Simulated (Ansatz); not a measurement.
Worked calculations on one periodic cell of amorphous La₁₂Lu₁₂O₃₆: La12Lu12O36, 60 atoms, volume 936.1 Å³, made by a melt-quench on the CHGNet potential and relaxed with DFT. O atoms were pushed apart under 1.9 Å during the dynamics, to hinder bonds among them. It is a model cell: composition and starting density were chosen by hand, and all elements were melted together. Cycles of charging were run to anneal it. These are PBE, scalar-relativistic without spin-orbit coupling (plane waves to 420 eV, PAW; Ansatz, a program for electronic structure) values and carry that method's errors. Sampling: a 2×2×2 Γ-centred mesh; Fermi-Dirac width 0.02 eV; no spin polarisation. Its volume was relaxed, its shape was held as a cube, and it stands at a mean pressure of 0.0 GPa with stress components up to 2.6 GPa; the relaxation ran on the zone centre alone. Its density went from a set 7.95 to 7.70 g/cm³. The cell is small and was quenched far faster than a real film, so it is one sample of the glass.

Four energies for an added electron at PBE on the zone centre alone (charged cells in a uniform background, spin-polarised): neutral at the neutral geometry -272327.868 eV; charged at the neutral geometry -272314.223 eV; charged and relaxed -272314.389 eV; neutral at the charged geometry -272327.501 eV.

**Question.** Find the two relaxation energies and their sum, the reorganisation energy.

**Answer.** On charging: -272314.223 − (-272314.389) = 0.166 eV. On discharging: -272327.501 − (-272327.868) = 0.367 eV. The sum is 0.533 eV. The carrier's level spreads over 14 of the 60 atoms' worth, so it counts as partly localised, most on one La atom with neighbours O 2.26 Å, O 2.46 Å, O 2.50 Å, O 2.54 Å, O 2.54 Å, O 2.61 Å, O 2.75 Å (neutral geometry). The values are uncorrected: the image energy of a point charge in this cell, 2.84 × 14.40 / (2 × 9.8) = 2.1 eV before screening, is screened by electrons alone at the fixed geometry and by ions too after relaxing, and the carrier can be spread before it relaxes, so each term can be off by up to that value times 1/ε∞, some tenths of an eV. PBE's self-interaction favours spread-out carriers, so a hybrid can localise more.

Four energies for a hole at PBE on the zone centre alone (charged cells in a uniform background, spin-polarised): neutral at the neutral geometry -272327.868 eV; charged at the neutral geometry -272338.213 eV; charged and relaxed -272338.298 eV; neutral at the charged geometry -272327.588 eV.

**Question.** Find the two relaxation energies and their sum, the reorganisation energy.

**Answer.** On charging: -272338.213 − (-272338.298) = 0.085 eV. On discharging: -272327.588 − (-272327.868) = 0.280 eV. The sum is 0.365 eV. The carrier's level spreads over 8 of the 60 atoms' worth, so it counts as partly localised, most on one O atom with neighbours Lu 2.12 Å, Lu 2.20 Å, Lu 2.25 Å, La 3.19 Å (neutral geometry). The values are uncorrected: the image energy of a point charge in this cell, 2.84 × 14.40 / (2 × 9.8) = 2.1 eV before screening, is screened by electrons alone at the fixed geometry and by ions too after relaxing, and the carrier can be spread before it relaxes, so each term can be off by up to that value times 1/ε∞, some tenths of an eV. PBE's self-interaction favours spread-out carriers, so a hybrid can localise more.
